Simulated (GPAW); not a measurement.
Band structure of In₂Sb (P6_3/mmc, 6 atoms in the cell).

```
CELL_PARAMETERS angstrom
      5.37990     0.00000     0.00000
     -2.68995     4.65913     0.00000
      0.00000     0.00000     6.72255
ATOMIC_POSITIONS crystal
  In 0.66667 0.33333 0.25000
  In 0.33333 0.66667 0.75000
  In 0.00000 0.00000 0.50000
  In 0.00000 0.00000 0.00000
  Sb 0.66667 0.33333 0.75000
  Sb 0.33333 0.66667 0.25000
```

Method: LDA (Perdew-Wang 92), GPAW PAW datasets LDA (gpaw-data 1.0.1) (plane waves; GPAW).

Settings: mode = pw; ecut = 600 eV; xc = LDA; kpts = 5 5 4; mesh shift (steps) = 0 0 0; occupations.name = fermi-dirac; occupations.width = 0.136 eV; nbands = -10; convergence.forces = 0.001 eV/Å; symmetry.symmorphic = false; symmetry.tolerance = 0.0005; maxiter = 100; bandpath_npoints = 40.

The starting cell comes from a database of computed structures (which also holds hypothetical and non-ambient phases and stackings), without a prior relaxation at this level. Spin-orbit coupling is off. The run gives no clean gap (levels at the Fermi energy touch, overlap or are partly filled at this smearing), which alone does not show that the compound is a metal.

Levels in eV from the Fermi level, bands 38 to 45:
```json
[
 {"point": "Γ", "38": "-1.77", "39": "-1.77", "40": "-1.68", "41": "-0.53", "42": "-0.33", "43": "-0.33", "44": "-0.02", "45": "0.51"},
 {"point": "M", "38": "-3.55", "39": "-1.66", "40": "-1.66", "41": "-1.18", "42": "1.33", "43": "1.53", "44": "2.25", "45": "3.32"},
 {"point": "K", "38": "-2.95", "39": "-2.95", "40": "-0.57", "41": "-0.02", "42": "-0.02", "43": "1.83", "44": "2.35", "45": "2.35"},
 {"point": "A", "38": "-1.87", "39": "-1.87", "40": "-1.87", "41": "-1.04", "42": "-1.04", "43": "-0.23", "44": "-0.23", "45": "-0.23"},
 {"point": "L", "38": "-3.09", "39": "-0.66", "40": "-0.66", "41": "0.46", "42": "0.46", "43": "2.31", "44": "2.31", "45": "2.90"},
 {"point": "H", "38": "-0.60", "39": "-0.44", "40": "-0.44", "41": "0.09", "42": "0.09", "43": "0.77", "44": "0.77", "45": "1.77"}
]
```

Bands cross the Fermi level along this path, so the cell is metallic at this level.
